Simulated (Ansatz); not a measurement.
We consider GaN (model structure, started from the CsCl type, Pm-3m, No. 221, 2 atoms in the cell), described by LDA (Ansatz, an electronic-structure program, plane waves, PAW).

Settings: plane-wave cutoff 520 eV, 22×22×22 k mesh, Fermi–Dirac smearing 0.05 eV, scalar-relativistic PAW data made under PBE.

Cell (relaxed at this level):

```
GaN
1.0
    2.67566     0.00000     0.00000
    0.00000     2.67566     0.00000
    0.00000     0.00000     2.67566
Ga N
1 1
Direct
  0.00000   0.00000   0.00000
  0.50000   0.50000   0.50000
```

**Question.** Estimate the bulk modulus that the calculation returns.

**Answer.** 
- bulk modulus: 182 GPa

The run finds no gap.

Note: the bulk modulus is −V dP/dV from two relaxed cells at ±2 % in volume; the relaxation could raise the start's symmetry but not lower it, so the cell can be a saddle point.

Computed values are for the static lattice.

Computing time: very roughly 70 core-seconds.

A model structure was made by putting elements into a prototype or built by hand; it is no filed structure, need not be a known phase, and can be a saddle point held by its symmetry.
